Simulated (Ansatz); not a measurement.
What Ti → Ce does to TiO2

Consider TiO2 in the rutile structure (space group P4_2/mnm, No. 136; a = 4.5916 Å, c = 2.9391 Å).

Perturbation: every Ti is replaced by Ce; the structure is relaxed again.

All numbers come from PBEsol, PAW, 420 eV (Ansatz, a first-principles code; without spin-orbit coupling), earlier PAW set. Settings: 7×7×9 k-points, 0.05 eV Fermi–Dirac smearing, for the changed cell.

```json
[
 {"quantity": "volume per atom", "base": "10.33 Å³", "changed": "15.48 Å³", "shift": "+5.15 Å³"},
 {"quantity": "density", "base": "4.28 g/cm³", "changed": "6.16 g/cm³", "shift": "+1.88 g/cm³"},
 {"quantity": "lattice parameter a", "base": "4.592 Å", "changed": "5.076 Å", "shift": "+0.484 Å"},
 {"quantity": "c/a ratio", "base": "0.640", "changed": "0.710", "shift": "+0.070"},
 {"quantity": "space group", "base": "P4_2/mnm (No. 136)", "changed": "P4_2/mnm (No. 136)", "shift": "–"},
 {"quantity": "shortest interatomic distance", "base": "1.942 Å", "changed": "2.247 Å", "shift": "+0.3044 Å"},
 {"quantity": "band gap", "base": "1.87 eV", "changed": "2.09 eV", "shift": "+0.22 eV"},
 {"quantity": "gap character", "base": "direct at Γ", "changed": "indirect, Γ → M", "shift": "–"},
 {"quantity": "smallest direct gap", "base": "1.87 eV", "changed": "2.20 eV", "shift": "+0.325 eV"},
 {"quantity": "width of the top valence band", "base": "1.65 eV", "changed": "0.65 eV", "shift": "-0.991 eV"},
 {"quantity": "hole mass", "base": "–", "changed": "1.2 mₑ along c, 2.1 mₑ across (at Γ)", "shift": "–"},
 {"quantity": "valence-band top at Γ (three highest levels, from the VBM)", "base": "0.00, -0.44, -0.44 eV", "changed": "0.00, -0.29, -0.43 eV", "shift": "–"}
]
```

Final structure:

```
CeO2
1.0
    5.07572     0.00000     0.00000
    0.00000     5.07572     0.00000
    0.00000     0.00000     3.60418
Ce O
2 4
Cartesian
  2.53786   2.53786   1.80209
  0.00000   0.00000   0.00000
  4.12648   4.12648   1.80209
  1.58862   3.48710   0.00000
  3.48710   1.58862   0.00000
  0.94924   0.94924   1.80209
```

Effective masses come from finite differences of ±0.01 Å⁻¹. Whether these cells are dynamically stable was not tested. For CeO2 in this form, whether it has been made was not checked. Starting moments died away, wholly or in part, for Ti → Ce; another magnetic solution may exist. All final runs are without spin polarisation.
